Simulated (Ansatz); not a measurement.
Results of PBEsol (Ansatz, a first-principles code, plane waves, PAW) for TiSnO4 (model structure, started from the HfGeO4 type, I4₁/a, No. 88, 12 atoms in the cell).

Settings: plane-wave cutoff 520 eV, 10×10×10 k mesh, Fermi–Dirac smearing 0.01 eV, no spin polarisation, scalar-relativistic PAW data made under PBE.

Cell (relaxed with PBEsol):

```cif
data_O8Sn2Ti2
_chemical_formula_sum 'Sn2 Ti2 O8'
_space_group_name_H-M_alt 'P 1'
_space_group_IT_number 1
_cell_length_a 6.32860
_cell_length_b 6.32860
_cell_length_c 6.32860
_cell_angle_alpha 134.384
_cell_angle_beta 134.384
_cell_angle_gamma 66.489
loop_
_space_group_symop_operation_xyz
  'x, y, z'
loop_
_atom_site_label
_atom_site_type_symbol
_atom_site_fract_x
_atom_site_fract_y
_atom_site_fract_z
_atom_site_occupancy
Sn1 Sn 0.50000 0.50000 0.00000 1
Sn2 Sn 0.25000 0.75000 0.50000 1
Ti1 Ti 0.00000 0.00000 0.00000 1
Ti2 Ti 0.75000 0.25000 0.50000 1
O1 O 0.09295 0.54344 0.96635 1
O2 O 0.29344 0.82710 0.95049 1
O3 O 0.57710 0.12661 0.03365 1
O4 O 0.87661 0.34295 0.04951 1
O5 O 0.65705 0.70656 0.53365 1
O6 O 0.45656 0.42290 0.54951 1
O7 O 0.17290 0.12339 0.46635 1
O8 O 0.87339 0.90705 0.45049 1
```

### Question
Predict the band gap and smallest direct gap on the k points sampled.

### Answer

band gap: 2.16 eV
smallest direct gap on the k points sampled: 2.27 eV

Note: the relaxation could raise the start's symmetry but not lower it, so the cell can be a saddle point.

Spin–orbit coupling is not included.

A model structure was made by putting elements into a prototype or built by hand; it is no filed structure, need not be a known phase, and can be a saddle point held by its symmetry.
